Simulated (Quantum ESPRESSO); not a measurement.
Checking a run of Quantum ESPRESSO on PdPt (P1, 2 atoms in the cell). The aim is a self-consistent single point with DFT, LDA (PZ), plane waves, GBRV 1.5 ultrasoft (LDA) pseudopotentials.

Cell that was meant: a = 4.8320 Å, b = 4.8320 Å, c = 4.8320 Å, α = 33.27°, β = 33.27°, γ = 33.27°.

Part of the input:

```fortran
/
&system
  ibrav = 0
  nat = 1
  ntyp = 2
  ecutwfc = 40
  ecutrho = 320
```

Output (repeated stretches shortened):

```
     G-vector sticks info
     --------------------
     sticks:   dense  smooth     PW     G-vecs:    dense   smooth      PW
   [... lines left out ...]
         1        Pd     tau(   1) = (  -0.0016439  -0.0035532   0.0030795  )

     number of k points=   365  Fermi-Dirac smearing, width (Ry)=  0.0037

     Number of k-points >= 100: set verbosity='high' to print them.

     Dense  grid:    19723 G-vectors     FFT dimensions: (  54,  54,  54)

     Smooth grid:     6971 G-vectors     FFT dimensions: (  40,  40,  40)

     Initial potential from superposition of free atoms

     starting charge      15.5000, renormalised to      16.0000

     negative rho (up, down):  7.454E-02 0.000E+00
     Self-consistent Calculation

     iteration #  1     ecut=    40.00 Ry     beta= 0.70

     negative rho (up, down):  7.272E-02 0.000E+00

     total energy              =    -197.14468190 Ry
     estimated scf accuracy    <       2.65623308 Ry

     iteration #  2     ecut=    40.00 Ry     beta= 0.70

     negative rho (up, down):  7.448E-02 0.000E+00

     total energy              =    -198.26366516 Ry
     estimated scf accuracy    <       4.12786181 Ry

     iteration #  3     ecut=    40.00 Ry     beta= 0.70

     negative rho (up, down):  7.444E-02 0.000E+00

     total energy              =    -198.67558422 Ry
     estimated scf accuracy    <       0.19942706 Ry

   [... 6 blocks of this kind left out ...]

     iteration # 10     ecut=    40.00 Ry     beta= 0.70

     negative rho (up, down):  7.428E-02 0.000E+00

     total energy              =    -198.67742214 Ry
     estimated scf accuracy    <          9.4E-10 Ry

     iteration # 11     ecut=    40.00 Ry     beta= 0.70

     negative rho (up, down):  7.428E-02 0.000E+00
     End of self-consistent calculation

     Number of k-points >= 100: set verbosity='high' to print the bands.

     the Fermi energy is     5.5976 ev

!    total energy              =    -198.67742214 Ry
     estimated scf accuracy    <          9.2E-11 Ry
     smearing contrib. (-TS)   =      -0.00199743 Ry
     internal energy E=F+TS    =    -198.67542471 Ry

     convergence has been achieved in  11 iterations

     negative rho (up, down):  7.428E-02 0.000E+00

     Forces acting on atoms (cartesian axes, Ry/au):

     atom    1 type  1   force =     0.00000000    0.00000000    0.00000000

     Total force =     0.000000     Total SCF correction =     0.000000

     negative rho (up, down):  7.428E-02 0.000E+00
          total   stress  (Ry/bohr**3)                   (kbar)     P=     -120.14
  -0.00114887  -0.00000001   0.00000000         -169.00       -0.00        0.00
  -0.00000001  -0.00114886  -0.00000000           -0.00     -169.00       -0.00
   0.00000000  -0.00000000  -0.00015230            0.00       -0.00      -22.40

   JOB DONE.
```

**Question.** Is this run sound? If not, what is wrong?

**Answer.** The run is not sound. The fault is an atom count that does not match the list of atoms. The program trusts the stated count: too many runs off the end of the list, too few can drop atoms without a word. To fix it, make the count match the list. The run converged in 11 iterations without an error; against the sound input the pressure goes from -11.48 to -12.01 GPa and the largest force goes from 0.315 to 0.000 eV/Å. The full log also holds: “Warning: card PT    0.50536600    0.49962400    0.49174700 ignored”.

The sound input it was made from differs as follows (other fixes are possible):
```diff
-  nat = 1
+  nat = 2
```

With that input, the run converged in 13 iterations: free energy E − TS -5572.9874 eV; Fermi level (on the code's own zero) 19.93 eV; pressure -11.48 GPa; largest force (vector length) 0.315 eV/Å (DFT, LDA (PZ), plane waves, GBRV 1.5 ultrasoft (LDA) pseudopotentials).

On the sound input: the starting cell comes from a database of computed structures (which also holds hypothetical and non-ambient phases and stackings), without a prior relaxation at this level. Its atoms were displaced at random from the sites of space group no. 166. Spin polarisation is off. With a pressure of about -11 GPa the cell is away from its equilibrium volume at this level.
